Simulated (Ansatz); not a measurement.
CsCl-type CoAl was calculated with BLYP (plane waves, PAW; Ansatz, a quantum-chemistry and plane-wave program).

Settings: plane-wave cutoff 520 eV, 20×20×20 k mesh, Fermi–Dirac smearing 0.05 eV, no spin polarisation, scalar-relativistic PAW data made under PBE.

Cell (relaxed at this level):

```
CELL_PARAMETERS angstrom
      2.87783     0.00000     0.00000
      0.00000     2.87783     0.00000
      0.00000     0.00000     2.87783
ATOMIC_POSITIONS crystal
  Al 0.50000 0.50000 0.50000
  Co 0.00000 0.00000 0.00000
```

Problem. Give the computed bulk modulus B0 and pressure derivative B′ of the bulk modulus.

Solution. 
* **bulk modulus B0**: 163 GPa
* **pressure derivative B′ of the bulk modulus**: 4.4

The run finds no gap.

Measured, for comparison: bulk modulus 162 GPa (room temperature, not corrected to a static lattice; as tabulated in Yamada et al. (2019), arXiv:1910.09660). Computed (rounded) less measured: bulk modulus +0.6 %.

Computed values are for the static lattice.

It cost around 40 core-seconds (rough) of CPU time.
